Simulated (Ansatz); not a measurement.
## A computed series for ZnSe: response to strain

Consider ZnSe in the zinc blende structure (space group F-43m, No. 216; a = 5.733 Å).

Strains are applied to the cell and any free atomic positions relax.

Calculations: PBE, PAW, 420 eV (Ansatz, a first-principles code; spin-orbit coupling left out), earlier PAW set.

Notes on the quantities. energy relative to the base: free energy F.

```tsv
isotropic strain (%)	energy relative to the base (meV/atom)
-1.54	9.4
-0.49	?
0	0.0
0.87	2.8
3.34	37.3
```

Problem. Fit ΔE = Aε² + Bε³ (ε in %) to the rows shown and predict the withheld row.

Solution. Least squares on the printed values gives A = 3.77 and B = -0.13 meV/atom (largest residual 0.0 meV/atom); this predicts 0.9 meV/atom, and the run gives 0.9 meV/atom, in agreement.

Stability against distortions was not tested.
